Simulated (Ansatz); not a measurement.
Consider this model of amorphous In₉Ga₉Zn₉O₃₅F.

```xyz
63
Lattice="9.2656 0.0000 0.0000 0.0000 9.2656 0.0000 0.0000 0.0000 9.2656" Properties=species:S:1:pos:R:3 pbc="T T T"
In     2.1544     3.1522     2.7083
In     1.7784     6.5081     1.8463
In     4.1505     3.9652     5.4147
In     5.2704     6.3359     7.9041
In     5.7458     6.9024     4.2481
In     8.5327     1.8466     1.6690
In     7.0812     1.1679     4.9313
In     1.4863     7.5963     8.0140
In     8.6543     5.1311     9.0354
Ga     2.5768     7.2329     5.0816
Ga     9.0449     1.7978     7.0913
Ga     5.3414     0.3291     7.1452
Ga     5.1957     2.0570     2.2071
Ga     0.7921     0.1743     4.2061
Ga     8.3644     4.9757     3.0548
Ga     4.7204     8.2419     1.0838
Ga     2.8257     4.2830     9.1958
Ga     0.8271     4.4884     5.5967
Zn     8.4310     7.0770     5.8746
Zn     7.6883     8.6900     8.5597
Zn     7.2114     4.4351     6.3453
Zn     3.8229     0.5213     4.0127
Zn     5.2618     4.9755     1.7177
Zn     2.5062     1.5179     6.7452
Zn     7.9046     8.0320     2.3664
Zn     2.2015     0.8088     0.6535
Zn     5.4036     3.1283     8.1451
O      8.8624     6.4013     1.8403
O      2.2339     3.2395     5.7611
O      1.8829     7.8084     3.4463
O      8.3789     5.2018     5.0398
O      4.7026     6.4540     0.6234
O      8.4570     9.2466     0.9316
O      6.4171     6.6861     6.1798
O      3.8927     5.9689     4.6642
O      9.1308     1.6566     5.2055
O      1.0739     0.6497     7.8592
O      7.3010     0.9344     7.2431
O      3.1336     4.8335     1.7859
O      8.5022     3.8378     1.4716
O      5.3262     9.2549     5.2788
O      2.3854     0.0523     5.3066
O      8.6642     7.1545     7.9134
O      2.0043     2.7103     0.5452
O      6.7319     4.7726     8.2607
O      5.9496     3.0192     5.9437
O      0.9711     4.5707     3.6170
O      5.2712     3.2101     0.8321
O      6.8555     1.7656     2.9582
O      4.0083     2.5610     3.6534
O      4.1616     1.5676     7.7438
O      5.9528     8.0738     2.5629
O      1.0850     1.2739     2.6842
O      1.4703     5.6220     9.0505
O      2.5153     8.1789     0.5144
O      4.0566     0.5609     1.9235
O      1.2800     6.4024     6.1157
O      3.9610     4.5734     7.7114
O      6.4606     5.1687     3.1979
O      9.1074     3.6793     7.2386
O      8.3855     8.4720     4.3599
O      5.6760     8.4852     8.6197
F      3.5293     7.6103     7.0122
```

Level of theory: PBE, scalar-relativistic without spin-orbit coupling (plane waves to 420 eV, PAW; Ansatz, a program for electronic structure). The usual formal charges leave 1 electrons over, so the level spacing at the Fermi energy parts defect or band states and needn't be the band gap.

It comes from a melt-quench run on a machine-learned potential (CHGNet), relaxed afterwards by DFT. O and F atoms were pushed apart under 1.9 Å during the dynamics, to hinder bonds among them. The hot cell started wider than the set density and was brought back towards it in steps. It is the lowest in DFT energy of 2 quenches. It is a model cell: composition and starting density were chosen by hand, and all elements were melted together. No dispersion term was used. Its density started from a set value of 5.90 and ended at 5.90 g/cm³. Cooling (nominally 260 K/ps over its main leg) ran many orders faster than in experiment, which tends to leave more defects and strain. Values belong to this one cell and scatter from quench to quench. The volume was held where the preparation left it, at a PBE pressure of 2.5 GPa. Stress components on the final sampling reach 4.1 GPa.

Neighbours within In-In 3.12 Å, In-Ga 2.90 Å, In-Zn 2.90 Å, In-O 2.84 Å, In-F 2.39 Å, Ga-Ga 2.68 Å, Ga-Zn 2.68 Å, Ga-O 2.42 Å, Ga-F 2.15 Å, Zn-Zn 2.68 Å, Zn-O 2.54 Å, Zn-F 2.15 Å, O-O 1.58 Å, O-F 1.48 Å, F-F 1.37 Å count as bonded. Two cations that share two anions don't count as bonded, nor two that share one unless they lie closer than In-In 3.04 Å, In-Ga 2.82 Å, In-Zn 2.82 Å, Ga-Ga 2.61 Å, Ga-Zn 2.61 Å, Zn-Zn 2.61 Å.

Question: Give the coordination numbers, mean bond lengths and angles.

Answer: 
```json
{
  "Mean coordination of In by anions": "5.44 (1 with 4, 3 with 5, 5 with 6)",
  "Mean coordination of Ga by anions": "4.44 (5 with 4, 4 with 5)",
  "Mean coordination of Zn by anions": "4.44 (5 with 4, 4 with 5)",
  "Mean coordination of O": "3.63 (13 with 3, 22 with 4)",
  "Mean coordination of F": "2.00 (1 with 2)",
  "Mean In-O bond": "2.204 Å (spread 0.148 Å, 47 counted)",
  "Mean Ga-O bond": "1.942 Å (spread 0.090 Å, 40 counted)",
  "Mean Zn-O bond": "2.057 Å (spread 0.131 Å, 40 counted)",
  "Mean In-F bond": "2.305 Å (spread 0.030 Å, 2 counted)",
  "Bond angle at In": "mean 104.9°, spread 28.1°",
  "Bond angle at Ga": "mean 107.4°, spread 21.7°",
  "Bond angle at Zn": "mean 107.2°, spread 22.6°",
  "Bond angle at O": "mean 110.3°, spread 15.6°"
}
```

Question: List the pairs of like atoms that count as bonded by the rules above.

Answer: There are none by these rules.
